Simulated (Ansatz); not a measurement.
The starting structures come from a database of crystals and need not be the phases stable at ambient conditions.

By PBEsol, the system below comes out a metal.

The ballistic (Sharvin) conductance counts the channels at the Fermi level: G/A = (e²/h) × channels of both spins per area.

Consider the following.

```
CELL_PARAMETERS angstrom
      4.83734     0.00000     0.00000
      0.00000     4.84825     0.00000
      0.00000     2.42413     1.39957
ATOMIC_POSITIONS crystal
  Pt 0.00000 0.33333 0.00000
  Au 0.50000 0.00000 0.00000
```

Space group of this cell: P-6m2. The cell is taken as given; by PBEsol its mean pressure is -5.2 GPa.

The current flows along the normal of the first two printed cell vectors, the (110) plane of the conventional cell. No spin-orbit coupling; the value is a mean over 0.1 eV about the Fermi level.

Task: Give the ballistic conductance per area that Ansatz (a first-principles code) with PBEsol yields.

Result: 0.99 × 10¹⁵ S/m² for both spins.
